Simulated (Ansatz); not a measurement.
OH on the 1x1 (110) surface of bcc Ta, one in a 1x1 cell, energies for each (7.8 Å²). Energies are against H2O(g) − ½ H2(g), without zero-point or thermal terms; each row is named by its start. No converged result for: 2 more starts.

Computed with PBE (plane waves to 420 eV, PAW; Ansatz, a first-principles code).

Set-up: 6 atoms, 6.8 Å thick at the start under the adsorbate (thin: gaps and levels are the slab's own); mesh 10x10x1; 0.1 eV smearing; dipole correction on; 2 atoms held, the rest relaxed; each run with such symmetry as its start has; spin where the adsorbate may keep a moment, no spin-orbit, no U, no dispersion correction.

A negative adsorption energy means that the adsorbate is more stable on the surface than in its reference. Heights count from the host atoms within 0.3 Å of the top one.

```tsv
starting site	E_ads (eV)	height (Å)	nearest host atom (Å)	bonded to	Δ work function (eV)	lateral drift (Å)	moment (μB)
top Ta	-1.04	1.92	Ta 1.94	Ta	-0.70	0.3	0.0
bridge Ta-Ta (span 2.9 Å)	-1.43	1.59	Ta 2.16	2 Ta	-2.36	0.4	–
```
